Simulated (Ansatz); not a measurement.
System: TiSi (model structure, started from the NbAs type, I4₁md, No. 109, 4 atoms in the cell). Method: LDA (plane waves, PAW; Ansatz, a program for electronic structure).

Numerical settings: plane-wave cutoff 520 eV, 22×22×22 k mesh, Fermi–Dirac smearing 0.05 eV, no spin polarisation, scalar-relativistic PAW data made under PBE.

Cell (relaxed at this level):

```
CELL_PARAMETERS angstrom
     -1.33435     1.33435     8.24122
      1.33435    -1.33435     8.24122
      1.33435     1.33435    -8.24122
ATOMIC_POSITIONS crystal
  Ti 0.51402 0.51402 0.00000
  Ti 0.26402 0.76402 0.50000
  Si 0.90198 0.90198 0.00000
  Si 0.65198 0.15198 0.50000
```

Estimate the bulk modulus B0 that the calculation returns.


bulk modulus B0: 128 GPa

Note: the bulk modulus is −V dP/dV from two relaxed cells at ±2 % in volume; the relaxation could raise the start's symmetry but not lower it, so the cell can be a saddle point.

Computed values are for the static lattice.

A model structure was made by putting elements into a prototype or built by hand; it is no filed structure, need not be a known phase, and can be a saddle point held by its symmetry.
